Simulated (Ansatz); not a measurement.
Cr_Sr+V_O in rock-salt SrO (the name describes the start): one set of geometries, relaxed with PBE, evaluated in Ansatz (PAW, plane waves to 420 eV, 500 eV under r2SCAN) with PBE, r2SCAN.

Cell and caveats: 64-site cell; 2×2×2 shifted k-points; start: the Sr site; O 2.60 Å away; charged states image-corrected; no Hubbard U; not converged in cell size; relaxed from one start, so a lower configuration may exist; flagged in the runs: a doubtful potential alignment, a strain field that reaches the edge of the cell.

```json
[
 {"quantity": "host gap (eV)", "PBE": "3.33", "r2SCAN": "3.81"},
 {"quantity": "ε(0/−1) above the VBM (eV)", "PBE": "3.07", "r2SCAN": "3.38"},
 {"quantity": "neutral formation energy against bcc Cr, antiferromagnetic, O2 molecule in a box, fcc Sr (eV)", "PBE": "9.53", "r2SCAN": "9.69"},
 {"quantity": "largest moment on one atom at charge 0 (μB)", "PBE": "3.12", "r2SCAN": "3.23"},
 {"quantity": "largest moment on one atom at charge −1 (μB)", "PBE": "3.54", "r2SCAN": "3.63"}
]
```

PBE narrows the gap by 0.48 eV against r2SCAN, the highest level run, and puts the level shown 0.31 eV lower above the valence-band maximum (from the rounded values).

Ansatz is a first-principles code.
